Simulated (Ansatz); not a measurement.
Base system: C in the diamond structure (space group Fd-3m, No. 227; a = 3.554 Å). Axes: x, y, z lie along the cube axes.

Now apply this change: a pure shear with ε_xy = ε_yx = -0.0201, atoms relaxed at fixed cell.

Levels (all Ansatz, a first-principles code, PAW): PBEsol (420 eV, no spin-orbit coupling); r2SCAN (500 eV, no SOC).

The geometry is relaxed with PBEsol.

| Quantity | Value |
|---|---|
| PBEsol gap character | indirect, Γ → Γ–X (88 % along) |
| PBEsol band gap | 3.73 eV |
| PBEsol width of the top valence band | 8.58 eV |

Q: How does going to r2SCAN change the gap character, band gap and width of the top valence band?

A: The gap character stays indirect, Γ → Γ–X (88 % along); the band gap grows by 0.37 eV, from 3.73 eV to 4.10 eV; the width of the top valence band grows by 0.28 eV (8.58 eV → 8.86 eV).

Single points use the geometry relaxed with PBEsol. The cells carry an imposed strain or load. Whether these cells are dynamically stable was not tested. k-point labels follow each cell's own Brillouin zone.
